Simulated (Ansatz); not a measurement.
Levels about the gap of amorphous C60H16 (76 atoms in a cell of 636 Å³, 1.92 g/cm³; zone centre alone, so wide bands show as single levels with stretches between that a denser mesh fills), at the geometry that PBE-D3(BJ) relaxed, where it gives 0.1 GPa on a denser mesh. The participation number counts the atoms over which a state spreads; weights are charges in smoothed Voronoi cells. The levels come from a single point, so bond lengths are those of that geometry. Method of the levels: r2SCAN, scalar-relativistic without spin-orbit coupling (Ansatz, an electronic-structure program). Sampling: the zone centre alone; Fermi-Dirac width 0.01 eV; collinear spin, started from moments on atoms (at the end a net moment of 0.0 μB, with unpaired spins of both signs, a broken-symmetry state; no other order was tried).

Preparation: random packing, a CHGNet melt and quench, and a DFT relaxation. The hot cell started wider than the set density and was brought back towards it in steps. It is the lowest in DFT energy of 2 quenches. It is a model cell: composition and starting density were chosen by hand, and all elements were melted together. The geometry includes D3(BJ) dispersion. A short ab initio anneal came between quench and relaxation. Its density started from a set value of 1.87 and ended at 1.92 g/cm³. Cooling (nominally 640 K/ps over its main leg) ran many orders faster than in experiment, which tends to leave more defects and strain. A cell of this size samples the disorder only roughly. Volume and shape were free in the relaxation. On a 2×2×2 Γ-centred mesh force components of up to 0.36 eV/Å stay, since the relaxation ran on one k-point at (1/4, 1/4, 1/4).

```csv
"E - E(highest filled), eV",filling,spin,participation number,largest on,weight C,weight H
-0.62,filled,dn,32.6,"C, 3 neighbours",0.94,0.06
-0.60,filled,dn,29.5,"C, 3 neighbours",0.94,0.06
-0.59,filled,up,27.6,"C, 3 neighbours",0.94,0.06
-0.54,filled,dn,28.0,"C, 3 neighbours",0.94,0.06
-0.53,filled,up,28.8,"C, 3 neighbours",0.94,0.06
-0.02,filled,dn,27.2,"C, 3 neighbours",0.95,0.05
0.00,filled,up,27.7,"C, 3 neighbours",0.95,0.05
0.76,empty,up,23.5,"C, 3 neighbours",0.93,0.07
0.84,empty,dn,24.0,"C, 3 neighbours",0.93,0.07
1.27,empty,up,24.6,"C, 3 neighbours",0.94,0.06
1.29,empty,dn,22.8,"C, 3 neighbours",0.95,0.05
1.32,empty,dn,32.8,"C, 3 neighbours",0.90,0.10
1.35,empty,up,36.7,"C, 2 neighbours",0.91,0.09
1.66,empty,dn,18.5,"C, 3 neighbours",0.92,0.08
```

Most localised among these is the empty level at +1.66 eV, on a C atom, which has 3 neighbours (C 1.39 Å, C 1.47 Å, C 1.50 Å).
